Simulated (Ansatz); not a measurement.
Start from Ca in the fcc (Cu type) structure (space group Fm-3m, No. 225; a = 5.4558 Å; relaxed with 0.1 eV smearing). Axes: x, y, z lie along the cube axes.

Structures relaxed with PBEsol (Ansatz, an electronic-structure program; PAW; 420 eV plane waves; scalar-relativistic without spin-orbit coupling).

Base:

Simulated powder pattern, Co Kα, λ = 1.79026 Å (kinematic, ideal powder, no thermal factors, no anomalous dispersion; the 8 strongest lines at most, above 2 %, up to 2θ = 90°):

```
2θ (°)  I/Imax (%)    hkl
------  ----------  -----
33.02          100  (111)
38.31           49  (200)
55.30           32  (220)
65.93           36  (311)
69.27           10  (222)
82.03          4.7  (400)
```

After one change:

Simulated powder pattern, Co Kα, λ = 1.79026 Å (kinematic, ideal powder, no thermal factors, no anomalous dispersion; the 8 strongest lines at most, above 2 %, up to 2θ = 90°):

```json
[
 {"2θ (°)": "32.69", "I/Imax (%)": "100"},
 {"2θ (°)": "37.15", "I/Imax (%)": "17"},
 {"2θ (°)": "38.31", "I/Imax (%)": "32"},
 {"2θ (°)": "54.43", "I/Imax (%)": "22"},
 {"2θ (°)": "55.30", "I/Imax (%)": "10"},
 {"2θ (°)": "64.18", "I/Imax (%)": "13"},
 {"2θ (°)": "65.74", "I/Imax (%)": "24"},
 {"2θ (°)": "68.51", "I/Imax (%)": "10"}
]
```

### Question
Which of these changes matches the shifts?
A. uniaxial strain ε_zz = −1.00 %
B. uniaxial strain ε_zz = +1.50 %
C. uniaxial strain ε_zz = −2.00 %
D. uniaxial strain ε_zz = +3.00 %

### Answer
D, uniaxial strain ε_zz = +3.00 %. Its volume per atom is 41.82 Å³ against 40.60 Å³, and its space group is I4/mmm (No. 139).

Whether these cells are dynamically stable was not tested.
